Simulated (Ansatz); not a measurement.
Given:

```
CELL_PARAMETERS angstrom
      0.00000     2.13658     2.39399
      2.13658     0.00000     2.39399
      2.13658     2.13658     0.00000
ATOMIC_POSITIONS crystal
  Si 0.00000 0.00000 0.00000
  C  0.25000 0.25000 0.25000
```

Computed with r2SCAN with spin-orbit coupling, rigid bands (plane waves, PAW; Ansatz, a first-principles code). Condition of this run: uniaxial stress along [001] of -35 GPa (compression positive) (the target of the relaxation). How the cell was made: cell and atoms relaxed with PBEsol, then loaded as said.

### Question
Predict the hole conductivity mass (n e² τ/σ) at 300 K, by direction if it differs.

### Answer
0.44 (x), 0.44 (y), 0.73 (z) mₑ.

### Question
What conductivity effective mass do dilute electrons have at 300 K?

### Answer
0.34 (x), 0.34 (y), 0.27 (z) mₑ.

### Question
And the band gap?

### Answer
1.11 eV at this level; semilocal functionals usually fall short of the measured gap.

Rigid bands, one relaxation time for all states, no polarons. Geometry: cell and atoms relaxed with PBEsol.
